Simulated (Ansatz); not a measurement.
Take Hf in the hcp (Mg type) structure (space group P6_3/mmc, No. 194; a = 3.198 Å, c = 5.047 Å) as the base.

Computed with Ansatz (a program for electronic structure), r2SCAN, PAW, cutoff 500 eV, without spin-orbit coupling, earlier PAW set.

One change was made to it. Results:

The lattice parameter a grows by 0.3066 Å to 3.504 Å; the c/a ratio drops by 0.0228, from 1.578 to 1.556; the band gap stays zero.

Q: Name the change that was made.
A) Hf → Lu
B) Hf → W
C) Hf → Al
D) Hf → Zr

A: A, Hf → Lu. For comparison, the lattice parameter a in the other runs: Hf → Al gives 2.817 Å; Hf → Zr gives 3.246 Å; Hf → W gives 2.756 Å.

Whether these cells are dynamically stable was not tested. For Al and W in this form, whether it has been made was not checked. All final runs are without spin polarisation. This is not the structure that Al has at room temperature and ambient pressure. This is not the structure that W has at room temperature and ambient pressure.
